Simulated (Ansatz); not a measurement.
Effect of uniaxial strain ε_zz = +4.73 % on Mg2Ge

The parent structure is Mg₂Ge in the anti-fluorite structure (space group Fm-3m, No. 225; a = 6.364 Å). Axes: x, y, z lie along the cube axes.

It is then changed as follows: uniaxial strain ε_zz = +4.73 %, all other strain components held at zero, atoms relaxed at fixed cell.

The values are results of PBEsol (Ansatz, a quantum-chemistry and plane-wave program; PAW; 420 eV plane waves; scalar-relativistic without spin-orbit coupling), not measurements. Γ-centred 13×13×13 mesh, Fermi–Dirac width 0.05 eV.

```csv
quantity,base,changed,shift
volume per atom,21.48 Å³,22.50 Å³,+1.02 Å³
space group,Fm-3m (No. 225),I4/mmm (No. 139),–
shortest interatomic distance,5.208 bohr,5.291 bohr,+0.083 bohr
energy relative to the base (free energy F),0 meV/atom,+16 meV/atom,+16 meV/atom
"pressure (mean of the normal stresses, compression positive)",0.0 GPa,-2.2 GPa,-2.2 GPa
band gap,0.08 eV,zero,–
"stress (xx, yy, zz, yz, xz, xy; compression positive) (rough)",–,"(-0.9, -0.9, -4.8, 0.0, 0.0, 0.0) GPa",–
```

Final structure:

```yaml
crystal:
  lattice:
    - [0.00000, 3.18222, 3.33273]
    - [3.18222, 0.00000, 3.33273]
    - [3.18222, 3.18222, 0.00000]
  atoms:
    - { symbol: Ge, position: [0.00000, 0.00000, 0.00000] }
    - { symbol: Mg, position: [0.25000, 0.25000, 0.25000] }
    - { symbol: Mg, position: [0.75000, 0.75000, 0.75000] }
```

Without a gap, meshes like the base's 13×13×13 leave anisotropic stresses uncertain by several tenths of a GPa, and small strain energies with them. Stability against distortions was not tested. All final runs are without spin polarisation. A zero or small gap of Mg2Ge can be the functional's error rather than a property of the material.
